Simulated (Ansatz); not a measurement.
Consider ZrO₂ (space group P4_2/nmc, No. 137; a = 3.621 Å, c = 5.284 Å).

(Cell as relaxed with PBE.)

Levels (all Ansatz, a program for electronic structure, PAW, earlier PAW set): PBE (420 eV, spin-orbit coupling left out); r2SCAN (500 eV, no SOC).

Each level relaxes its own structure.

| base | PBE | r2SCAN |
|---|---|---|
| volume per atom | 11.55 Å³ | 11.30 Å³ |
| lattice parameter a | 3.621 Å | 3.601 Å |
| band gap | 4.04 eV | 4.60 eV |

Perturbation: every Zr is replaced by Hf; the structure is relaxed again.

```json
[
 {"quantity": "electron mass", "PBE": "1.0 mₑ along c, 0.88 mₑ across (at Γ)", "r2SCAN": "___"},
 {"quantity": "band gap", "PBE": "4.67 eV", "r2SCAN": "___"},
 {"quantity": "gap character", "PBE": "indirect, Z → Γ", "r2SCAN": "___"},
 {"quantity": "volume per atom", "PBE": "11.40 Å³", "r2SCAN": "___"},
 {"quantity": "shift of the gap caused by the change", "PBE": "+0.63 eV", "r2SCAN": "___"}
]
```

Problem. What does r2SCAN give?

Solution. 
- electron mass, r2SCAN: 1.0 mₑ along c, 0.89 mₑ across (at Γ)
- band gap, r2SCAN: 5.27 eV
- gap character, r2SCAN: indirect, Z → Γ
- volume per atom, r2SCAN: 11.10 Å³
- shift of the gap caused by the change, r2SCAN: +0.66 eV

PBE's band gap lies 0.60 eV below r2SCAN's; PBE's volume per atom lies 0.307 Å³ above r2SCAN's (2.8 %); PBE's shift of the gap caused by the change lies 0.035 eV below r2SCAN's; the two agree on the gap character. Neither level is exact; r2SCAN is the comparison here, not a measurement.

Spin-orbit coupling, missing from the scalar runs, can matter with Hf. Effective masses come from finite differences of ±0.01 Å⁻¹. Stability against distortions was not tested. This is not the structure that HfO2 has at room temperature and ambient pressure. This is not the structure that ZrO2 has at room temperature and ambient pressure.
